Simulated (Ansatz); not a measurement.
Base system: WS2 in the 2H-MoS2 type structure (space group P6_3/mmc, No. 194; layered, stacked along the Cartesian z axis).

```xyz
6
Lattice="3.1700 0.0000 0.0000 -1.5850 2.7453 0.0000 0.0000 0.0000 12.4918" Properties=species:S:1:pos:R:3 pbc="T T T"
W      0.0000     1.8302     3.1229
W      1.5850     0.9151     9.3688
S      0.0000     1.8302     7.8061
S      1.5850     0.9151     1.5602
S      1.5850     0.9151     4.6857
S      0.0000     1.8302    10.9316
```

Levels (all Ansatz, a program for electronic structure, PAW): r2SCAN+rVV10 (500 eV, no spin-orbit coupling); HSE06 (420 eV, spin-orbit coupling left out).

Its gap is 1.13 eV with r2SCAN+rVV10 and 1.57 eV with HSE06.

The change: the cell is scaled by 1.0220 in all directions; the atoms relax in the strained cell.

With r2SCAN+rVV10 the gap becomes 0.90 eV.

Question: If the HSE06 correction stayed the same, what would the HSE06 gap be, and what does the HSE06 run give?

Answer: A rigid correction of +0.44 eV gives 1.34 eV. The HSE06 run gives 1.26 eV, so the correction itself changes by -0.08 eV.

Single points use the geometry relaxed with r2SCAN+rVV10. HSE06 gaps are upper bounds (no full band path). With W present, leaving out spin-orbit coupling can change the band edges. No phonon test of stability was made.
